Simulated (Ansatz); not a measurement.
Results of LC-ωPBE (Ansatz, a first-principles code, PAW) for antifluorite Be₂C.

Numerical settings: plane-wave cutoff 460 eV, 10×10×10 k mesh, Fermi–Dirac smearing 0.01 eV, scalar-relativistic PAW data made under PBE.

A third-order Birch–Murnaghan fit to the energies gives V0 = 6.577 Å³/atom, B0 = 223 GPa, B′ = 3.4.

```tsv
V (Å³/atom)	P (GPa)
6.236	(withheld)
6.400	(withheld)
6.564	0.43
6.707	(withheld)
6.892	(withheld)
```

**Question.** Estimate the withheld pressures from this fit; the answers are the runs' own values.

**Answer.** 
- 6.236, P (GPa): 12.98
- 6.400, P (GPa): 6.36
- 6.707, P (GPa): -4.22
- 6.892, P (GPa): -9.66

The formula P = (3/2) B0 (x^(7/3) − x^(5/3)) [1 + (3/4)(B′ − 4)(x^(2/3) − 1)] with x = V0/V meets the computed pressures within 0.03 GPa when these rounded values are put in.

Measured, for comparison: equilibrium volume per atom 6.81 Å³/atom (temperature not stated, not corrected to a static lattice; as tabulated in Freccero, Grin, Wagner, Dalton Trans. (2023), ESI). Computed (rounded) less measured: equilibrium volume per atom -3.4 %.

The computed numbers hold no vibrational or temperature effects.

It cost roughly 5 core-minutes of CPU time.
